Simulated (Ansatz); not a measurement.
Take TaS2 in the CdI2 type structure (space group P-3m1, No. 164; a = 3.3288 Å, c = 5.7855 Å; layered, stacked along the Cartesian z axis) as the base.

All numbers come from plane-wave PAW DFT at the PBE-D3(BJ) level (Ansatz, a program for electronic structure, 420 eV), no spin-orbit coupling.

Base values:

```
Item                   Value
-------------------  -------
c/a ratio              1.738
Lattice parameter a  3.329 Å
```

It is then changed as follows: cell and atoms relaxed at a pressure of 15 GPa.

### Question
Estimate the effect on the c/a ratio and lattice parameter a.

### Answer
The c/a ratio decreases by 0.078 to 1.660; the lattice parameter a shrinks by 0.139 Å to 3.190 Å.

Load acts through the strain it causes; cell and atoms are relaxed under it. No phonon test of stability was made. No other phases were tried under pressure. All final runs are without spin polarisation. An odd electron count without spin: TaS2.
